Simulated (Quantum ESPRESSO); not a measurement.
Quick settings and what they miss: MnSe (P4/nmm, 4 atoms in the cell)

Self-consistent single point.

```
MnSe
1.0
    3.52368     0.00000     0.00000
    0.00000     3.52368     0.00000
    0.00000     0.00000     6.09145
Mn Se
2 2
Direct
  0.00000   0.00000   0.00000
  0.50000   0.50000   0.00000
  0.50000   0.00000   0.75032
  0.00000   0.50000   0.24968
```
Moments meant for the start (each program seeds them in its own way; μB, in the order of the atoms Mn Mn Se Se): 4.0 4.0 0.0 0.0.

Method of the run: LDA (PZ), GBRV 1.5 ultrasoft (LDA) pseudopotentials (plane waves; Quantum ESPRESSO 7.5).

Base settings: ecutwfc = 50 Ry; ecutrho = 400 Ry; occupations = smearing; smearing = gaussian; degauss = 0.019992 Ry; nspin = 2; potentials = {Mn: mn_lda_v1.5.uspp.F.UPF, Se: se_lda_v1.uspp.F.UPF}; K_POINTS = automatic 7 7 4 0 0 0; conv_thr = 1e-10 Ry; mixing_beta = 0.5.

Tight run (finer mesh or higher cutoff; not a proven limit): ecutwfc: 50 Ry → 70 Ry; ecutrho: 400 Ry → 560 Ry; conv_thr: 1e-10 Ry → 7.3e-11 Ry; K_POINTS: automatic 7 7 4 0 0 0 → automatic 10 10 6 0 0 0. It gave Fermi level (on the code's own zero) 9.32 eV; pressure -1.40 GPa; largest force (vector length) 0.121 eV/Å; size of the cell's spin moment 2.30 μB; site moments (μB, in the program's spheres or projections) Mn 1.18, Mn 1.18, Se -0.06, Se -0.06.

Quick runs, as changes from the base:
- A: the base itself
- B: ecutwfc: 50 Ry → 40 Ry; ecutrho: 400 Ry → 320 Ry; conv_thr: 1e-10 Ry → 7.3e-05 Ry; K_POINTS: automatic 7 7 4 0 0 0 → automatic 2 2 2 1 1 1
- C: ecutwfc: 50 Ry → 25 Ry; ecutrho: 400 Ry → 200 Ry; pseudopotentials: {Mn: mn_lda_v1.5.uspp.F.UPF, Se: se_lda_v1.uspp.F.UPF} → {Mn: mn_pbesol_v1.5.uspp.F.UPF, Se: se_pbesol_v1.uspp.F.UPF}; K_POINTS: automatic 7 7 4 0 0 0 → automatic 8 8 8 1 1 1 [PBEsol]
- D: ecutwfc: 50 Ry → 30 Ry; ecutrho: 400 Ry → 240 Ry; smearing: gaussian → marzari-vanderbilt; degauss: 0.019992 Ry → 0.0147 Ry; K_POINTS: automatic 7 7 4 0 0 0 → automatic 6 6 6 1 1 1

Energies are extrapolated to zero smearing width, which holds to low order in the width alone (under cold and Methfessel-Paxton smearing the free energy itself is taken).

Dashes: pressure of B, not trusted under this conv_thr with d or f elements; time of B, under 30 s; energy of C, another energy zero.

† marks runs with another functional, U, potentials or spin treatment: their distance from the tight run is not a convergence error alone.

The count of work is k-points × plane waves × bands × iterations; it is no time. Core times come from one kind of shared machine and are given to one figure; runs under 30 s give none.

The starting cell comes from a database of computed structures (which also holds hypothetical and non-ambient phases and stackings), without a prior relaxation at this level. Its lattice was rescaled by a random factor within 2.5 % of one. The magnetic order is the one reached from the typed start; others were not searched systematically.

```
run  energy less tight (meV/atom)  pressure less tight (GPa)  largest miss in a force vector (eV/Å)  size of the net moment less tight (μB/atom)  count of work / tight  core time / tight (rough)
---  ----------------------------  -------------------------  -------------------------------------  -------------------------------------------  ---------------------  -------------------------
A                             3.1                      -0.03                                  0.007                                        -0.01                   0.20                        0.3
B                          -143.9                          –                                  0.110                                        -0.07                 0.0027                          –
C†                              –                     -64.88                                  0.512                                         0.08                  0.096                        0.1
D                           158.6                     -12.21                                  0.068                                         0.03                  0.060                       0.09
```

Among the runs at the tight run's level, the energy misses run from 3.1 to 158.6 meV/atom.

Left out of this page: 2 runs of the series outside the window shown, repeating another row's setting, or not comparable.
